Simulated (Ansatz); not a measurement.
```xyz
8
Lattice="14.0000 0.0000 0.0000 0.0000 14.0000 0.0000 0.0000 0.0000 4.3875" Properties=species:S:1:pos:R:3 pbc="T T T"
Be     6.1609     6.1609     0.0000
Te     5.3897     5.3897     2.1937
Te     5.3897     8.6103     0.0000
Be     6.1609     7.8391     2.1937
Te     8.6103     5.3897     0.0000
Be     7.8391     6.1609     2.1937
Be     7.8391     7.8391     0.0000
Te     8.6103     8.6103     2.1937
```

The numbers are results of PBE (plane waves to 420 eV, PAW; Ansatz, an electronic-structure program), not measurements. Mesh 1×1×60. No spin polarisation. Isolated but for its images some 11 Å away. A hypothetical model. It keeps the symmetry and period of its start, so it need not be a minimum against all distortions. Values not marked SOC lack spin–orbit coupling.

Task: Tabulate the two highest filled and two lowest empty levels along the axis, from the valence top.

Result: 
```csv
k (2π/c),v2 (eV),v1 (eV),c1 (eV),c2 (eV)
0.000,-1.14,0.00,1.01,1.02
0.042,-1.09,-0.02,1.00,1.07
0.083,-0.99,-0.07,0.98,1.18
0.125,-0.88,-0.15,0.98,1.31
0.167,-0.79,-0.27,1.05,1.45
0.208,-0.72,-0.43,1.23,1.59
0.250,-0.68,-0.62,1.50,1.73
0.292,-0.67,-0.67,1.82,1.86
0.333,-0.67,-0.67,1.98,2.08
0.375,-0.69,-0.69,2.10,2.23
0.417,-0.70,-0.70,2.19,2.31
0.458,-0.72,-0.72,2.27,2.33
0.500,-0.72,-0.72,2.32,2.32
```
